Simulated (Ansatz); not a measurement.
Take BN in the zinc blende structure (space group F-43m, No. 216; a = 3.606 Å) as the base. Axes: x, y, z lie along the cube axes.

Level of theory: PBEsol (Ansatz, a quantum-chemistry and plane-wave program, PAW, no spin-orbit coupling).

Strains are applied to the cell and any free atomic positions relax.

One change was made to it. Results:

The band gap rises by 0.05 eV (4.30 eV → 4.35 eV); the smallest direct gap increases by 0.258 eV (8.81 eV → 9.06 eV); the gap character stays indirect, Γ → X.

Problem. Which of these changes matches the shifts?
A. uniaxial strain ε_yy = +5.26 %
B. isotropic strain −1.83 %
C. isotropic strain −4.00 %

Solution. B, isotropic strain −1.83 %. For comparison, the band gap in the other runs: uniaxial strain ε_yy = +5.26 % gives 3.80 eV; isotropic strain −4.00 % gives 4.42 eV.

Whether these cells are dynamically stable was not tested. k-point labels follow each cell's own Brillouin zone.
